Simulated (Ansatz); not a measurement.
By PBEsol, the system below comes out a metal.

Given:

```
CELL_PARAMETERS angstrom
      5.92674     0.00000     0.00000
      0.20557     5.92317     0.00000
      2.86058    -2.96159     2.38951
ATOMIC_POSITIONS crystal
  Ti 0.50000 0.50000 0.00000
  Ti 0.75000 0.75000 0.50000
  Si 0.16257 0.83743 0.00000
  Si 0.83743 0.16257 0.00000
  Si 0.08743 0.41257 0.50000
  Si 0.41257 0.08743 0.50000
```

The cell is taken as given; by PBEsol it stands under a pressure of -1.9 GPa.

The current flows along the normal of the first two printed cell vectors. No spin-orbit coupling; the value is a mean over 0.1 eV about the Fermi level.

**Question.** Compute, with PBEsol run with Ansatz (a first-principles code), the ballistic conductance per area.

**Answer.** 0.66 × 10¹⁵ S/m² for both spins.
